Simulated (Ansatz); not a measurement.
The reference is TaC in the rock salt structure (space group Fm-3m, No. 225; a = 4.4400 Å).

Levels (all Ansatz, a program for electronic structure, PAW): PBEsol (420 eV, no spin-orbit coupling); PBEsol+SOC (420 eV, with spin-orbit coupling).

The geometry is relaxed with PBEsol.

- PBEsol pressure: 0.0 GPa

Question: How does going to PBEsol+SOC change the pressure?

Answer: The pressure goes from zero to -0.4 GPa.

Single points use the geometry relaxed with PBEsol. The spin-orbit shifts are approximate. No phonon test of stability was made. The runs without spin-orbit coupling are not spin-polarised. An odd electron count without spin: TaC.
